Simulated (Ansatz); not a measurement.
**hypothetical Fm-3m BeBr2 with two functionals**

Take BeBr$_{2}$ in the fluorite structure (space group Fm-3m, No. 225; a = 6.485 Å; a hypothetical phase, not in the database extracts checked) as the base.

(Cell as relaxed with PBE.)

Levels (all Ansatz, an electronic-structure program, PAW): PBE (420 eV, no spin-orbit coupling); r2SCAN (500 eV, without spin-orbit coupling).

Each level relaxes its own structure.

```csv
quantity,PBE,r2SCAN
volume per atom,22.72 Å³,22.64 Å³
lattice parameter a,6.485 Å,6.477 Å
band gap,0.23 eV,0.81 eV
gap character,"indirect, X → Γ","indirect, X → Γ"
electron mass,0.17 mₑ,0.20 mₑ
hole mass,"0.28 mₑ along k, 2.5 mₑ across","0.28 mₑ along k, 2.3 mₑ across"
```

PBE's volume per atom lies 0.086 Å³ above r2SCAN's (0.4 %); PBE's lattice parameter a lies 0.008 Å above r2SCAN's (0.1 %); PBE's band gap lies 0.58 eV below r2SCAN's; the two agree on the gap character. Neither level is exact; r2SCAN is the comparison here, not a measurement.

Effective masses come from finite differences of ±0.01 Å⁻¹. Along k means along the line from Γ to the band edge. No phonon test of stability was made. The zero or small gap of BeBr2 can change with the level of theory.
